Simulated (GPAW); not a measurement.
A self-consistent single point of a (001) slab of Al (cut from a parent of space group no. 225; 4 atoms in the cell) with GPAW.

Level of theory: PBEsol, GPAW PAW datasets PBEsol (made by gpaw-setup) (plane waves; GPAW 25.7.0).

```yaml
crystal:
  lattice:
    - [2.87237, 0.00000, 0.00000]
    - [-2.87237, 2.87237, 0.00000]
    - [0.00000, 0.00000, 20.09331]
  atoms:
    - { symbol: Al, position: [0.00000, 0.00000, 0.44946] }
    - { symbol: Al, position: [0.00000, 0.50000, 0.34837] }
    - { symbol: Al, position: [0.00000, 0.00000, 0.65163] }
    - { symbol: Al, position: [0.00000, 0.50000, 0.55054] }
```

Reference input (self-consistent single point, DFT PBEsol, plane waves, GPAW PAW datasets PBEsol (made by gpaw-setup)): mode = pw; ecut = 600 eV; xc = PBEsol; kpts = 7 7 1; mesh shift (steps) = 0 0 0; occupations.name = methfessel-paxton; occupations.width = 0.1 eV; occupations.order = 0; nbands = -12; convergence.density = 1e-05 e/electron; convergence.energy = 1e-05 eV/electron; symmetry.symmorphic = false. This run's input differs from it in these lines:

```diff
@@ -16,3 +16,3 @@
             xc='PBEsol',
-            kpts=(7, 7, 1),
+            kpts=(9, 9, 1),
             occupations={'name': 'methfessel-paxton', 'width': 0.1, 'order': 0},
```

Output (repeated stretches shortened):

```
     iter     time        total  log10-change:
                         energy   eigst   dens
iter:   1 --:--:--   -15.358233
iter:   2 --:--:--   -15.238375   -1.52  -0.85
iter:   3 --:--:--   -15.182559   -2.36  -0.92
iter:   4 --:--:--   -15.199545   -2.49  -1.02
iter:   5 --:--:--   -15.180056   -2.90  -1.20
iter:   6 --:--:--   -15.142065   -3.42  -1.44
iter:   7 --:--:--   -15.137435   -3.68  -1.89
iter:   8 --:--:--   -15.137604   -4.55  -2.42
iter:   9 --:--:--   -15.137457   -4.73  -2.49
iter:  10 --:--:--   -15.137447   -5.54  -3.05
iter:  11 --:--:--   -15.137442c  -5.94  -3.07
iter:  12 --:--:--   -15.137439c  -6.52  -3.39
iter:  13 --:--:--   -15.137439c  -7.09  -3.97
iter:  14 --:--:--   -15.137438c  -7.67c -3.98
iter:  15 --:--:--   -15.137438c  -8.37c -4.17
iter:  16 --:--:--   -15.137438c  -9.09c -4.82
iter:  17 --:--:--   -15.137439c  -9.70c -4.93
iter:  18 --:--:--   -15.137439c -10.14c -4.98
iter:  19 --:--:--   -15.137439c -10.73c -5.18c
Converged after 19 iterations.

Dipole moment: (0.000000, 0.000000, -0.000000) |e|*Ang

Energy contributions relative to reference atoms: (reference = -26360.510908)

Kinetic:        +10.326075
Potential:       -5.106215
External:        +0.000000
XC:             -20.327754
Entropy (-ST):   -0.021043
Local:           -0.019023
SIC:             +0.000000
--------------------------
Free energy:    -15.147960
Extrapolated:   -15.137439

Showing only first 2 kpts
 Kpt  Band  Eigenvalues  Occupancy
  0     4     -1.65039    2.00000
  0     5      1.76906    0.00000
  0     6      3.77194    0.00000
  0     7      4.92266    0.00000

  1     4     -1.23994    2.00000
  1     5      2.16197    0.00000
  1     6      2.80508    0.00000
  1     7      4.07962    0.00000

Fermi level: 0.27892

No gap
No difference between direct/indirect transitions
Energy (eV): -15.137439

Forces in eV/Ang:
  0 Al    0.00000    0.00000   -0.07532
  1 Al    0.00000    0.00000    0.00866
  2 Al    0.00000    0.00000   -0.00866
  3 Al    0.00000    0.00000    0.07532

Stress tensor:
     0.016018     0.000000     0.000000
     0.000000     0.016018     0.000000
     0.000000     0.000000    -0.000591
Stress (GPa, Voigt): [ 2.5663  2.5663 -0.0947  0.      0.      0.    ]
```

The run converged in 19 iterations. GPAW prints stress with tension positive. Against the reference run the free energy rises by 12.6 meV/atom and the largest force goes from 0.223 to 0.075 eV/Å.

The starting cell has typed, rounded lattice constants, without a prior relaxation at this level. The slab is cut from that crystal, and its faces are unrelaxed. Its lattice was rescaled by up to half a per cent.

Cost on one core of a shared machine: roughly 2 min.
